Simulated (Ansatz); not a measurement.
Input and output of a self-consistent single point for CuAgO₂ (Pmm2, 4 atoms in the cell) (Ansatz, an electronic-structure program).

Method: LDA (PW92), default PAW files made with PBE (plane waves; Ansatz).

The change in words: lattice scaled by 0.98; basis.ecutwfc: 420 eV → 460 eV. Reference geometry:
```xyz
4
Lattice="2.8080 0.0000 0.0000 0.0000 3.3438 0.0000 0.0000 0.0000 5.3880" Properties=species:S:1:pos:R:3 pbc="T T T"
Cu     1.4040     1.6719     2.7440
Ag     0.0000     0.0000     0.0000
O      0.0000     1.6719     1.4593
O      0.0000     1.6719     3.9286
```

Reference input (self-consistent single point, DFT, LDA (PW92), plane waves, default PAW files made with PBE): basis.ecutwfc = 420 eV; kpoints.mp_grid.grid = 10 8 5; hamiltonian.xc = lda; hamiltonian.pseudopotentials = {kind: paw} (the program's default PAW files); scf.occupations.method = fermi_dirac; scf.occupations.width = 0.1 eV. This run's input differs from it in these lines:

Ansatz 0.2 input:
```diff
@@ -2,5 +2,5 @@
   lattice:
-    - [2.807991, 0.000000, 0.000000]
-    - [0.000000, 3.343828, 0.000000]
-    - [0.000000, 0.000000, 5.387967]
+    - [2.751831, 0.000000, 0.000000]
+    - [0.000000, 3.276951, 0.000000]
+    - [0.000000, 0.000000, 5.280208]
   atoms:
@@ -11,3 +11,3 @@
 basis:
-  ecutwfc: 420.0
+  ecutwfc: 460.0
 kpoints:
```

Output (repeated stretches shortened):

```
SCF iter   1: F=—  HF=-15120.867116 eV  |F-HF|=—  |Δ(HF+E_count)|=         —  Δρ=2.21e-2  dr2=1.82e-1  ethr=1.77e-3  ⟨swp⟩=5.4  Hψ=10223  notcnv=0
all-band conjugate gradients solve this SCF's bands
preconditioner: auto → LDOS
SCF iter   2: F=—  HF=-15120.880103 eV  |F-HF|=—  |Δ(HF+E_count)|=   1.30e-2  Δρ=2.64e-2  dr2=1.94e-1  ethr=3.65e-4  ⟨swp⟩=2.0  Hψ=5947  notcnv=0
   [... lines left out ...]
SCF iter   6: F=—  HF=-15120.815671 eV  |F-HF|=—  |Δ(HF+E_count)|=   2.87e-5  Δρ=3.46e-4  dr2=3.93e-5  ethr=3.45e-7  ⟨swp⟩=2.0  Hψ=3686  notcnv=0
SCF iter   7: F=—  HF=-15120.815682 eV  |F-HF|=—  |Δ(HF+E_count)|=   1.11e-5  Δρ=1.78e-4  dr2=1.07e-5  ethr=7.87e-8  ⟨swp⟩=1.0  Hψ=2732  notcnv=0
SCF iter   8: F=—  HF=-15120.815681 eV  |F-HF|=—  |Δ(HF+E_count)|=   1.35e-6  Δρ=3.15e-5  dr2=2.64e-7  ethr=2.13e-8  ⟨swp⟩=1.3  Hψ=2738  notcnv=0
SCF iter   9: F=-15120.815681 eV  HF=-15120.815681 eV  |F-HF|=1.28e-9  |Δ(HF+E_count)|=   3.46e-8  Δρ=4.74e-6  dr2=1.96e-9  ethr=2.00e-10  ⟨swp⟩=4.5  Hψ=9487  notcnv=0
SCF 1 converged in 9 iterations: F = -15120.815681 eV  dr2 = 1.96e-9
Free energy (F): -15120.815681 eV
Internal energy: -15120.752335 eV  (E = F + TS)
E sigma→0 (E₀):  -15120.784008 eV
Entropy (-TS):   -0.063346 eV (-15.836 meV/atom)
Fermi energy:    11.840896 eV
--- Forces (eV/Å), atoms counted from 1 ---
  atom   1  Cu     0.00000000     0.00000000    -1.37736196
  atom   2  Ag     0.00000000     0.00000000     0.16779684
  atom   3  O      0.00000000     0.00000000     0.10412091
  atom   4  O      0.00000000     0.00000000     1.10544903
--- Stress (GPa, compression-positive) ---
        6.823544       0.000000       0.000000
        0.000000       0.075250       0.000000
        0.000000       0.000000       3.478786
  P = ⅓ Tr σ = 3.4592 GPa (34.592 kbar)
  The stress holds the Pulay correction. Without it, at fixed plane waves, as pw.x and ABINIT print it: P = 3.2786 GPa
```

The run converged in 9 iterations. Against the reference run the free energy drops by 11.5 meV/atom, the pressure goes from -6.04 to 3.46 GPa and the largest force goes from 1.165 to 1.377 eV/Å.

The starting cell comes from a database of computed structures (which also holds hypothetical and non-ambient phases and stackings), without a prior relaxation at this level. Its lattice was rescaled by up to half a per cent. One atom was moved a little off its site on purpose. For this run, on top of that: lattice scaled by 0.98. Spin polarisation is off, so a magnetic state, if there is one, cannot be reached. Forces in this geometry exceed 1 eV/Å. Ansatz's pressure includes its estimate of the finite-basis (Pulay) stress. The run gives no clean gap (levels at the Fermi energy touch, overlap or are partly filled at this smearing), which alone does not show that the compound is a metal.
